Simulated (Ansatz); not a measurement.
Start from MoTe₂ in the 2H-MoS2 type structure (space group P6_3/mmc, No. 194; layered, stacked along the Cartesian z axis).

```yaml
crystal:
  lattice:
    - [3.49661, 0.00000, 0.00000]
    - [-1.74831, 3.02815, 0.00000]
    - [0.00000, 0.00000, 13.69583]
  atoms:
    - { symbol: Mo, position: [0.33333, 0.66667, 0.75000] }
    - { symbol: Mo, position: [0.66667, 0.33333, 0.25000] }
    - { symbol: Te, position: [0.33333, 0.66667, 0.11732] }
    - { symbol: Te, position: [0.66667, 0.33333, 0.61732] }
    - { symbol: Te, position: [0.66667, 0.33333, 0.88268] }
    - { symbol: Te, position: [0.33333, 0.66667, 0.38268] }
```

Calculations: Kohn–Sham DFT with the PBE-D3(BJ) functional, run in Ansatz (an electronic-structure program) with PAW and 420 eV plane waves, no spin-orbit coupling.

For the base:

```
Quantity                                Value
-------------  ------------------------------
Band gap                              0.60 eV
Gap character  indirect, Γ → K–Γ (44 % along)
```

Perturbation: a hydrostatic pressure of 1.5 GPa.

**Question.** Predict the new band gap.

**Answer.** The band gap drops by 0.14 eV to 0.46 eV.

**Question.** Estimate the effect on the gap character.

**Answer.** The gap character becomes indirect, K–Γ (81 % along) → K–Γ (44 % along) (base: indirect, Γ → K–Γ (44 % along)).

With Te present, leaving out spin-orbit coupling can change the band edges. Load acts through the strain it causes; cell and atoms are relaxed under it. Whether these cells are dynamically stable was not tested. The program warned that a D3 coordination switch lies within reach, so dispersion energies are less smooth here.
